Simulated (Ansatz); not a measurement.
# CsCl-type AuCd

These are LDA (Ansatz, a quantum-chemistry and plane-wave program, PAW) values and carry that method's errors.

Numerical settings: plane-wave cutoff 500 eV, 16×16×16 k mesh, Fermi–Dirac smearing 0.1 eV, scalar-relativistic PAW data made under PBE.

Cell (relaxed at this level):

```xyz
2
Lattice="3.2803 0.0000 0.0000 0.0000 3.2803 0.0000 0.0000 0.0000 3.2803" Properties=species:S:1:pos:R:3 pbc="T T T"
Au     0.0000     0.0000     0.0000
Cd     1.6401     1.6401     1.6401
```

- band gap = none

Spin–orbit coupling is not included; it can shift volumes and moduli of such heavy elements.

Computing time: very roughly 40 core-seconds.
